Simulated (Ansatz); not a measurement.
Take AlN in the wurtzite structure (space group P6_3mc, No. 186; a = 3.1067 Å, c = 4.9785 Å) as the base. Axes: x lies along a and z along c of the hexagonal cell.

Calculations: r2SCAN in Ansatz (plane waves to 500 eV, PAW, spin-orbit coupling left out).

Before the change:

- Band gap: 4.88 eV

Perturbation: uniaxial stress, 1 GPa compression along x, with the cell and atoms free to relax against it.

Task: What does the calculation give for the band gap, energy relative to the base and strain response after the change?

Result: The band gap grows by 0.02 eV (4.88 eV → 4.90 eV); the energy hardly moves; the strain response (xx, yy, zz) amounts to (−0.28, +0.08, +0.06) %.

Beyond what the load breaks, stability against distortions was not tested.

Ansatz is an electronic-structure program.
